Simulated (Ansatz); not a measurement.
## BAs (model structure, started from the CdTe type, P6₄22, No. 181, 6 atoms in the cell)

All values below come from r²SCAN+rVV10 (plane waves, PAW; Ansatz, a program for electronic structure).

Settings: plane-wave cutoff 560 eV, 18×18×8 k mesh (along the axes of the cell as run), Fermi–Dirac smearing 0.05 eV, scalar-relativistic PAW data made under PBE.

Cell (relaxed at this level):

```cif
data_As3B3
_chemical_formula_sum 'B3 As3'
_space_group_name_H-M_alt 'P6422'
_space_group_IT_number 181
_space_group_name_Hall 'P 64 2 (0 0 2)'
_cell_length_a 3.44020
_cell_length_b 3.44020
_cell_length_c 7.44505
_cell_angle_alpha 90.000
_cell_angle_beta 90.000
_cell_angle_gamma 120.000
loop_
_atom_site_label
_atom_site_type_symbol
_atom_site_symmetry_multiplicity
_atom_site_Wyckoff_symbol
_atom_site_fract_x
_atom_site_fract_y
_atom_site_fract_z
_atom_site_occupancy
B1 B 3 c 0.50000 0.00000 0.00000 1
As1 As 3 d 0.50000 0.00000 0.50000 1
```

band gap: 0.64 eV (on the SCF k mesh)

Note: the relaxation could raise the start's symmetry but not lower it, so the cell can be a saddle point.

Spin–orbit coupling is not included.

A model structure was made by putting elements into a prototype or built by hand; it is no filed structure, need not be a known phase, and can be a saddle point held by its symmetry.
